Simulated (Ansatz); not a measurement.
Take SiC in the wurtzite structure (space group P6_3mc, No. 186; a = 3.092 Å, c = 5.074 Å) as the base.

Level of theory: Kohn–Sham DFT with the PBE functional, run in Ansatz (a quantum-chemistry and plane-wave program) with PAW and 420 eV plane waves, no SOC, earlier PAW set.

For the base:

| Item | Result |
|---|---|
| Smallest direct gap | 3.95 eV |
| Electron mass | 0.27 mₑ along c, 0.44 mₑ across (at K) |
| Band gap | 2.31 eV |

It is then changed as follows: an isotropic linear strain of +1.04 %; the atoms relax in the strained cell.

Problem. Predict the new smallest direct gap, electron mass and band gap.

Solution. The smallest direct gap falls by 0.06 eV, from 3.95 eV to 3.89 eV; the electron mass goes from 0.27 mₑ along c, 0.44 mₑ across (at K) to 0.27 mₑ along c, 0.45 mₑ across (at K); the band gap grows by 0.05 eV to 2.36 eV.

Masses are band curvatures over ±0.01 Å⁻¹ around the edge. No phonon test of stability was made.
